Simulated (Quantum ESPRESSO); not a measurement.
Worked example: self-consistent single point of Pd (Fm-3m, 1 atom in the cell) in Quantum ESPRESSO.

Method of the run: PBE, spin-orbit coupling, PseudoDojo fully relativistic norm-conserving (PBE) pseudopotentials (plane waves; Quantum ESPRESSO 7.5).

```
CELL_PARAMETERS angstrom
      0.00000     1.99195     1.99195
      1.99195     0.00000     1.99195
      1.99195     1.99195     0.00000
ATOMIC_POSITIONS crystal
  Pd 0.00000 0.00000 0.00000
```
Moments meant for the start (each program seeds them in its own way; μB, in the order of the atoms Pd): 1.0.

Reference input (self-consistent single point, DFT, PBE, plane waves, SSSP 1.1.2 efficiency (PBE) pseudopotentials): ecutwfc = 60 Ry; occupations = smearing; smearing = gaussian; degauss = 0.019992 Ry; nspin = 2; potentials = {Pd: Pd_ONCV_PBE-1.0.oncvpsp.upf}; K_POINTS = automatic 10 10 10 0 0 0; conv_thr = 1e-10 Ry; mixing_beta = 0.3. This run's input differs from it in these lines:

```diff
@@ -12,3 +12,3 @@
    ntyp = 1,
-   ecutwfc = 60,
+   ecutwfc = 85,
    occupations = 'smearing',
@@ -16,4 +16,6 @@
    degauss = 0.019992,
-   nspin = 2,
+   noncolin = .true.,
+   lspinorb = .true.,
    starting_magnetization(1) = 0.056,
+   angle1(1) = 0.00,
 /
@@ -24,3 +26,3 @@
 ATOMIC_SPECIES
-Pd   106.4200  Pd_ONCV_PBE-1.0.oncvpsp.upf
+Pd   106.4200  Pd.upf
 ATOMIC_POSITIONS crystal
```

Log, with long lists cut:

```
     Self-consistent Calculation

     iteration #  1     ecut=    85.00 Ry     beta= 0.30

     total energy              =    -270.92395630 Ry
     estimated scf accuracy    <       0.27117492 Ry

     total magnetization       =    -0.00     0.00     0.59 Bohr mag/cell
     absolute magnetization    =     0.60 Bohr mag/cell

     iteration #  2     ecut=    85.00 Ry     beta= 0.30

     total energy              =    -270.95580809 Ry
     estimated scf accuracy    <       0.01506182 Ry

     total magnetization       =    -0.00    -0.00     0.45 Bohr mag/cell
     absolute magnetization    =     0.48 Bohr mag/cell

   [... lines left out ...]
     absolute magnetization    =     0.00 Bohr mag/cell

     iteration # 14     ecut=    85.00 Ry     beta= 0.30

 ==============================================================================
     atom number    1 relative position :    0.0000   0.0000   0.0000
     charge :    16.545081  (integrated on a sphere of radius 0.413)
     magnetization :          0.000000   -0.000000    0.000146
     magnetization/charge:    0.000000   -0.000000    0.000009
     polar coord.: r, theta, phi [deg] :     0.000146    0.000000  360.000000

 ==============================================================================
     End of self-consistent calculation

     Number of k-points >= 100: set verbosity='high' to print the bands.

     the Fermi energy is    18.1155 ev

!    total energy              =    -270.95894168 Ry
     estimated scf accuracy    <          2.9E-11 Ry
     smearing contrib. (-TS)   =      -0.00479258 Ry
     internal energy E=F+TS    =    -270.95414910 Ry

     total magnetization       =    -0.00    -0.00     0.00 Bohr mag/cell
     absolute magnetization    =     0.00 Bohr mag/cell

     convergence has been achieved in  14 iterations

     Forces acting on atoms (cartesian axes, Ry/au):

     atom    1 type  1   force =     0.00000000    0.00000000    0.00000000

     Total force =     0.000000     Total SCF correction =     0.000000

          total   stress  (Ry/bohr**3)                   (kbar)     P=      -43.32
  -0.00029452   0.00000000  -0.00000000          -43.33        0.00       -0.00
   0.00000000  -0.00029452  -0.00000000            0.00      -43.33       -0.00
  -0.00000000  -0.00000000  -0.00029451           -0.00       -0.00      -43.32

   JOB DONE.
```

The run converged in 14 iterations. Against the reference run the pressure goes from -4.78 to -4.33 GPa.

The starting cell comes from a database of computed structures (which also holds hypothetical and non-ambient phases and stackings), without a prior relaxation at this level. Its lattice was rescaled by a random factor within 2.5 % of one. With a pressure of about -4 GPa the cell is away from its equilibrium volume at this level.

Cost on one core of a shared machine: roughly 2 min.
